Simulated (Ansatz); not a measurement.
Consider WSe2 in the 2H-MoS2 type structure (space group P6_3/mmc, No. 194; a = 3.230 Å, c = 12.411 Å; layered, stacked along the Cartesian z axis).

Levels (all Ansatz, a program for electronic structure, PAW, earlier PAW set): PBEsol-D3(BJ) (420 eV, no spin-orbit coupling); r2SCAN (500 eV, no SOC); HSE06 (420 eV, no SOC); PBEsol+SOC (420 eV, with spin-orbit coupling).

At the geometry relaxed with PBEsol-D3(BJ), these levels gave the following band gaps, in shuffled order: (a) 0.60 eV, (b) 0.83 eV, (c) 0.67 eV, (d) 1.14 eV.

Task: Match each gap to its level.

Result: (a) PBEsol+SOC; (b) r2SCAN; (c) PBEsol-D3(BJ); (d) HSE06.

Single points use the geometry relaxed with PBEsol-D3(BJ). HSE06 gaps are upper bounds (no full band path). The spin-orbit shifts are approximate. Spin-orbit coupling, missing from the scalar runs, can matter with W. No phonon test of stability was made.
